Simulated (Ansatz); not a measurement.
Given:

```
CELL_PARAMETERS angstrom
      4.57387     0.00000     0.00000
      0.00000     4.57387     0.00000
      0.00000     0.00000     2.94722
ATOMIC_POSITIONS crystal
  Ti 0.00000 0.00000 0.00000
  Ti 0.50000 0.50000 0.50000
  O  0.30418 0.30418 0.00000
  O  0.80418 0.19582 0.50000
  O  0.19582 0.80418 0.50000
  O  0.69582 0.69582 0.00000
```

No spin polarisation.

All numbers come from DFT with r2SCAN, PAW potentials and a 500 eV plane-wave cutoff in Ansatz (a program for electronic structure), no SOC, earlier PAW set. Γ-centred 7×7×11 mesh, Fermi–Dirac width 0.05 eV.

Task: What is the computed gap character?

Result: Direct at Γ.

Task: Estimate the valence-band top at Γ (three highest levels, from the VBM).

Result: 0.00, -0.48, -0.48 eV.

Load acts through the strain it causes; cell and atoms are relaxed under it. Stability against distortions was not tested. The final runs are not spin-polarised. The cell was made from TiO2 in the rutile structure (space group P4_2/mnm, No. 136) by this change: pressure 3 GPa.
